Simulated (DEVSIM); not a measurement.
System: Cr/SiO2/n-Si capacitor, at 250 K.

```csv
layer (left to right),material,thickness (nm),Nd (cm⁻³)
1,SiO2,1.90,-
2,Si,420,1.9e18
```

Metal gate on the left, work function 4.5 eV. Fixed charge at the semiconductor interface 2.7e10 cm⁻² (in units of +e); no interface traps.

This is a model device: material constants are rounded textbook-type values typed into the input, and sizes, dopings and lifetimes were drawn at random. Values at 300 K; Nc and Nv go as T^1.5, mobilities as T to minus their exponent, the gap by Varshni's rule with the affinity fixed.

```tsv
parameter	SiO2	Si
gap (eV)	9	1.124
affinity (eV)	0.9	4.05
permittivity	3.9	11.7
Nc (cm⁻³)	-	2.86e19
Nv (cm⁻³)	-	3.1e19
Varshni α (eV/K)	-	0.000473
Varshni β (K)	-	636
```

Simulated with DEVSIM: 1D Poisson equation in equilibrium, Boltzmann statistics, complete ionisation; no quantum confinement or tunnelling. Metal contacts follow the ideal Schottky-Mott rule: no Fermi-level pinning, no interface dipoles.

### Question
Tabulate band edges, carrier densities and field at -0.4 V on the gate.

### Answer
Energies count from the Fermi level of the right contact; mesh points crowd at the junctions.

| x (μm) | Ec (eV) | Ev (eV) | n (cm⁻³) | p (cm⁻³) | field (V/cm) |
|---|---|---|---|---|---|
| 0.000 | 4.000 | -5.000 | < 1e2 | < 1e2 | -1600000 |
| 0.0005982 | 3.905 | -5.096 | < 1e2 | < 1e2 | -1600000 |
| 0.001111 | 3.822 | -5.178 | < 1e2 | < 1e2 | -1600000 |
| 0.001642 | 3.738 | -5.262 | < 1e2 | < 1e2 | -1600000 |
| 0.002668 | 0.508 | -0.628 | 1.2e9 | 5200000 | -510000 |
| 0.003941 | 0.446 | -0.690 | 2.2e10 | 290000 | -470000 |
| 0.006234 | 0.347 | -0.789 | 2.2e12 | 2900 | -400000 |
| 0.01190 | 0.167 | -0.969 | 9.3e15 | < 1e2 | -230000 |
| 0.01988 | 0.065 | -1.071 | 1.0e18 | < 1e2 | -43000 |
| 0.03357 | 0.053 | -1.083 | 1.9e18 | < 1e2 | -340 |
| 0.05705 | 0.053 | -1.084 | 1.9e18 | < 1e2 | ≈ 0 |
| 0.1150 | 0.053 | -1.084 | 1.9e18 | < 1e2 | ≈ 0 |
| 0.1968 | 0.053 | -1.084 | 1.9e18 | < 1e2 | ≈ 0 |
| 0.2868 | 0.053 | -1.084 | 1.9e18 | < 1e2 | ≈ 0 |
| 0.3559 | 0.053 | -1.084 | 1.9e18 | < 1e2 | ≈ 0 |
| 0.3826 | 0.053 | -1.084 | 1.9e18 | < 1e2 | ≈ 0 |
| 0.3995 | 0.053 | -1.084 | 1.9e18 | < 1e2 | ≈ 0 |
| 0.4093 | 0.053 | -1.084 | 1.9e18 | < 1e2 | ≈ 0 |
| 0.4163 | 0.053 | -1.084 | 1.9e18 | < 1e2 | ≈ 0 |
| 0.4191 | 0.053 | -1.084 | 1.9e18 | < 1e2 | ≈ 0 |
| 0.4208 | 0.053 | -1.084 | 1.9e18 | < 1e2 | ≈ 0 |
| 0.4219 | 0.053 | -1.084 | 1.9e18 | < 1e2 | ≈ 0 |
